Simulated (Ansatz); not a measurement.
Where the default PAW files enter, the runs use the earlier of Ansatz's two default sets.

```
CELL_PARAMETERS angstrom
      2.51783     0.00000     0.00000
      0.00000     2.51783     0.00000
      1.25892    -1.25892     1.78038
ATOMIC_POSITIONS crystal
  C  0.50000 0.50000 0.00000
  C  0.25000 0.25000 0.50000
```

Space group of this cell: Fd-3m, diamond. The cell is taken as given.

All values below come from r2SCAN (plane waves, PAW; Ansatz, a program for electronic structure).

The current runs along the normal of the first two printed vectors; no spin-orbit coupling. Scaled by the factor s: the length along the current (ions clamped). The meshes follow the cell: 18×18×18 and 12×12 across at s = 0.97, 16×16×16 and 12×12 across at s = 1.00, 16×16×16 and 12×12 across at s = 1.03.

```json
[
 {"s": "0.97", "mean pressure (GPa)": "14.3", "slowest mid-gap decay constant κ (1/Å)": "0.316"},
 {"s": "1.00", "mean pressure (GPa)": "-0.2", "slowest mid-gap decay constant κ (1/Å)": "0.302"},
 {"s": "1.03", "mean pressure (GPa)": "-12.7", "slowest mid-gap decay constant κ (1/Å)": "?"}
]
```

Task: Take the slope of the slowest mid-gap decay constant κ against ln s from the two given rows, extrapolate to s = 1.03, and say what the run there gives.

Result: Slope = (0.316 − 0.302) / ln 0.97 = -0.460 1/Å. The line gives 0.302 + (-0.460) × ln 1.03 = 0.288 1/Å. The run gives 0.285 1/Å, 0.003 1/Å under the line, 25 % of the predicted step.
